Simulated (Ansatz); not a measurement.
An F-capped Si nanowire along [110], 8 atoms a period besides the caps, stretched and compressed along its axis from its relaxed period of 3.945 Å, atoms relaxed at each length.

Calculation: PBE (plane waves to 420 eV, PAW; Ansatz, a first-principles code). Mesh 1×1×8. No spin polarisation. Periodic along z alone, with about 11 Å of vacuum beside it. An idealised model, cut from the bulk lattice. It keeps the symmetry and period of its start, so it need not be a minimum against all distortions. Buckling under compression is shut out by symmetry and the short period. Energies are free energies at a Fermi–Dirac width of 0.02 eV, from the unstrained cell.

```
strain (%)  energy (meV a period)  axial force (nN)  PBE gap (eV)
----------  ---------------------  ----------------  ------------
-3.0                          +84             -2.31          1.41
-1.5                          +21             -1.13          1.39
0.0                             0             -0.02          1.35
+1.5                          +19             +1.04          1.31
+3.0                          +76             +2.03          1.26
+6.0                         +290             +3.75          1.15
```

The slope of the force at zero strain is 72 nN.
